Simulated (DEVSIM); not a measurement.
**Ge n+/n-/n+ resistor**

Device: Ge n+/n-/n+ resistor, at 300 K.

```tsv
layer (left to right)	material	thickness (μm)	Nd (cm⁻³)	τn (s)	τp (s)
1	Ge	0.120	3.9e18	5.6e-7	5.6e-7
2	Ge	0.0550	7.4e13	5.6e-7	5.6e-7
3	Ge	0.0660	1.1e17	5.6e-7	5.6e-7
```

Left contact: ohmic. Right contact: ohmic. Voltage is applied to the left contact. Recombination: SRH at mid-gap, radiative, Auger. Mobility is constant in doping.

Constants are typed, rounded textbook-type inputs, not results; the design itself was drawn at random and stands for no fabricated device. Values at 300 K.

```
parameter           Ge
-------------  -------
gap (eV)         0.664
affinity (eV)        4
permittivity        16
Nc (cm⁻³)      1.04e19
Nv (cm⁻³)         6e18
μn (cm²/Vs)       3900
μp (cm²/Vs)       1900
B (cm³/s)      6.4e-14
Cn (cm⁶/s)       1e-31
Cp (cm⁶/s)       1e-31
```

DEVSIM, 1D drift-diffusion, Boltzmann statistics, complete ionisation; no tunnelling, impact ionisation, image-force lowering or self-heating.
